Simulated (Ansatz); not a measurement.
Migration barriers: N vacancy in wurtzite GaN, charge state +3

System: N vacancy in wurtzite GaN (charge state +3). Calculation: HSE06, atoms relaxed with HSE06 at the PBE lattice, PAW (plane waves to 420 eV; Ansatz, an electronic-structure program).

Cell of 72 host sites held at the relaxed PBE lattice; a 2×2×2 k-point mesh shifted by half a step along c; Fermi-Dirac width 0.01 eV, spin-restricted; finite-size errors left in. Static, classical nuclei. The charge state is imposed; whether it is stable for some Fermi level was not computed. Forms of the defect that were not tried may lie lower.

```csv
Route,Start site over the lowest site run (eV),Hop (Å),Forward barrier (eV),Backward barrier (eV),Neighbours at the start,Neighbours at the saddle,Saddle order
a nearby N atom hops onto the vacant site,0.00,3.26,2.85,2.85,"Ga at 1.88, 2 Ga at 1.97, Ga at 2.02 Å","Ga at 1.79, Ga at 1.89, Ga at 2.33 Å",not checked
a nearby N atom hops onto the vacant site,0.00,3.21,2.93,2.93,"Ga at 1.88, 2 Ga at 1.98, Ga at 2.00 Å","Ga at 1.84, 2 Ga at 2.21 Å","not checked, on a symmetry element"
```

Paths come from nudged elastic bands with a climbing image.  A band can be held on a symmetry element, so unchecked saddle points there may be too high.
